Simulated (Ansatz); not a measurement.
# NiAl (Pm-3m): band-structure transport figures

Input:

```
AlNi
1.0
    2.86132     0.00000     0.00000
    0.00000     2.86132     0.00000
    0.00000     0.00000     2.86132
Al Ni
1 1
Direct
  0.50000   0.50000   0.50000
  0.00000   0.00000   0.00000
```

Method: PBEsol, rigid bands (plane waves, PAW, scalar-relativistic; Ansatz, a quantum-chemistry and plane-wave program). Cell: cell and atoms relaxed with PBEsol.

density of states at the Fermi level: 0.809 states/(eV·cell), both spins
bare Sommerfeld coefficient: 0.95 mJ/(mol of atoms·K²)
Drude plasma energy: 7.2 eV
root-mean-square Fermi velocity: 7.6e5 m/s
resistivity times τ: 9.4 ×10⁻²² Ω·m·s

A metal at this level (no band gap); rigid bands, thermally averaged at 300 K, both spins. Spin-orbit coupling is left out. τ is one relaxation time for all states.

Treated as nonmagnetic (a ferromagnetic start lost its moment, other orders weren't tried): NiAl (Pm-3m).
